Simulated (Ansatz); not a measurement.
The starting structures come from a database of crystals and need not be the phases stable at ambient conditions.

Where the default PAW files enter, the runs use the earlier of Ansatz's two default sets.

Given:

```
BP
1.0
    3.14061     0.00000     0.00000
    0.00000     3.14061     0.00000
    1.57031     1.57031     2.26607
B P
1 1
Cartesian
  0.00000   0.00000   0.00000
  3.14061   1.57031   1.13304
```

Space group of this cell: I-4m2. The cell is strained (lengths across the current scaled by 0.98, ions clamped); by r2SCAN its mean pressure is 7.9 GPa.

Transport runs along the normal of the first two printed cell vectors, the (001) (indices of the unstrained crystal) plane of the conventional cell.

The gap is the functional's own. No spin-orbit coupling. Mid-gap values are those at the computed energy nearest the middle.

### Question
Estimate the band gap and the smallest decay constant κ at mid-gap that Ansatz (a first-principles code) with r2SCAN returns for this system.

### Answer
Gap 1.19 eV on a 14×14×14 mesh; κ = 0.169 1/Å, at the zone centre.
